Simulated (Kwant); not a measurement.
System: wire with an abrupt hard-wall neck in a Si two-dimensional gas. Effective mass 0.19 mₑ, grid spacing 1.3 nm, hard walls, nominal width 34 nm (27 grid rows, so walls 36.4 nm apart), one parabolic valley, scattering region 120 nm long along x; energies count from the band bottom; Fermi energy swept from 0.00061847 to 0.10036 eV. Central neck 10 nm wide and 58 nm long.

The device is made up for the run: typed textbook-type constants, with dimensions and the other settings drawn at random.

Computed with Kwant: effective-mass tight-binding model on a square grid, one spin, coherent transport at 0 K. Conductance is in e²/h.

How many channels do the leads carry at E = 70.0, 84.5 meV?

The hard-wall thresholds are n² ħ²π²/(2mW²) = n² × 1.49 meV with W = 36.4 nm. √(70.0/1.49) = 6.85, so 6, where the grid's own dispersion gives 7. √(84.5/1.49) = 7.52, so 7.
